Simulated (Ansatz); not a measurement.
**A computed series for Re: response to strain**

Consider Re in the hcp (Mg type) structure (space group P6_3/mmc, No. 194; relaxed with 0.1 eV smearing).

```
CELL_PARAMETERS angstrom
      2.75189     0.00000     0.00000
     -1.37595     2.38321     0.00000
      0.00000     0.00000     4.44007
ATOMIC_POSITIONS crystal
  Re 0.66667 0.33333 0.75000
  Re 0.33333 0.66667 0.25000
```

Cartesian axes are those of the cell as printed.

Strains are applied to the cell and any free atomic positions relax.

All numbers come from DFT with PBEsol, PAW potentials and a 420 eV plane-wave cutoff in Ansatz (a program for electronic structure), without spin-orbit coupling.

Notes on the quantities. energy relative to the base: free energy F; pressure: mean of the normal stresses, compression positive.

```tsv
change	energy relative to the base	shortest interatomic distance	pressure
base	0 meV/atom	5.159 bohr	0.0 GPa
tensor shear ε_xz = +0.57 %	+1.0 meV/atom	5.135 bohr	0.0 GPa
tensor shear ε_xz = +0.86 %	?	?	0.1 GPa
tensor shear ε_xz = +1.71 %	+9.2 meV/atom	5.088 bohr	0.3 GPa
tensor shear ε_xz = +1.14 %	+4.1 meV/atom	5.111 bohr	0.1 GPa
tensor shear ε_xz = +1.43 %	+6.4 meV/atom	5.100 bohr	0.2 GPa
tensor shear ε_xz = +0.29 %	+0.3 meV/atom	5.147 bohr	0.0 GPa
tensor shear ε_xz = +2.00 %	+13 meV/atom	5.076 bohr	0.5 GPa
```

Question: What belongs in the blanks?

Answer: 
- tensor shear ε_xz = +0.86 %, energy relative to the base: +2.3 meV/atom
- tensor shear ε_xz = +0.86 %, shortest interatomic distance: 5.123 bohr

Stability against distortions was not tested. All final runs are without spin polarisation.
